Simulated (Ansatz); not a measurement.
Response to strain in ZrB2

Consider ZrB$_{2}$ (space group P6/mmm, No. 191; a = 3.155 Å, c = 3.506 Å; relaxed with 0.1 eV smearing).

Strains are applied to the cell and any free atomic positions relax.

Level of theory: PBEsol (Ansatz, a first-principles code; PAW; 420 eV plane waves; no spin-orbit coupling).

Notes on the quantities. energy relative to the base: free energy F; pressure: mean of the normal stresses, compression positive.

```csv
case,energy relative to the base,pressure,shortest interatomic distance
base,0 meV/atom,0.0 GPa,1.822 Å
isotropic strain −2.50 %,+48 meV/atom,…,1.776 Å
isotropic strain −2.00 %,+30 meV/atom,17.1 GPa,1.785 Å
isotropic strain −1.50 %,+17 meV/atom,12.4 GPa,1.794 Å
isotropic strain −1.00 %,+7.3 meV/atom,8.0 GPa,1.803 Å
isotropic strain +0.50 %,+1.7 meV/atom,…,1.831 Å
isotropic strain +1.00 %,+6.9 meV/atom,-7.1 GPa,1.840 Å
isotropic strain +1.50 %,…,-10.3 GPa,1.849 Å
isotropic strain +2.00 %,+27 meV/atom,-13.3 GPa,1.858 Å
isotropic strain +2.50 %,+41 meV/atom,-16.1 GPa,1.867 Å
```

Problem. Fill in the withheld entries from the trend.

Solution. 
- isotropic strain −2.50 %, pressure: 22.0 GPa
- isotropic strain +0.50 %, pressure: -3.6 GPa
- isotropic strain +1.50 %, energy relative to the base: +15 meV/atom

No phonon test of stability was made. All final runs are without spin polarisation.
